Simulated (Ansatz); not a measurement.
Consider the following.

```
BN
1.0
    2.46853     0.00000     0.00000
    0.00000     2.46853     0.00000
    1.23426    -1.23426     1.81081
B N
1 1
Direct
  0.00000   0.00000   0.00000
  0.75000   0.75000   0.50000
```

No spin polarisation.

The values are results of LDA in Ansatz (plane waves to 420 eV, PAW, no SOC), not measurements. Settings: 16×16×16 k-points, 0.05 eV Fermi–Dirac smearing.

Task: What valence-band top at Γ (three highest levels, from the VBM) does the calculation give?

Result: 0.00, 0.00, -0.41 eV.

Task: What is the computed band gap?

Result: 4.08 eV.

The cells carry an imposed strain or load. Stability against distortions was not tested. The cell was made from BN in the zinc blende structure (space group F-43m, No. 216) by this change: biaxial strain −2.50 %, plane normal [001], relaxed out of plane.

Ansatz is an electronic-structure program.
